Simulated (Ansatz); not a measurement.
The parent structure is CsVO3 in the cubic perovskite structure (space group Pm-3m, No. 221; a = 3.965 Å; a hypothetical phase, not in the database extracts checked). Axes: x, y, z lie along the cube axes.

Level of theory: r2SCAN (Ansatz, a first-principles code; PAW; 500 eV plane waves; no spin-orbit coupling).

The change: an isotropic linear strain of −0.74 %; the atoms relax in the strained cell.

**Question.** Predict the stress tensor and what it implies for the stiffness.

**Answer.** Stress of the strained cell less that of the base (GPa, compression positive):
```
   4.00    0.00    0.00
   0.00    4.00    0.00
   0.00    0.00    4.00
```

Then B = −ΔP/(ΔV/V₀) with ΔV/V₀ = -0.0220 gives secant stiffness values (nonlinear terms included at this strain): B ≈ 181 GPa.

Whether these cells are dynamically stable was not tested. Seeded moments were not kept for the base. The final runs are not spin-polarised. Many cubic perovskites are stable only at high temperature; tilts and polar distortions were not tested.
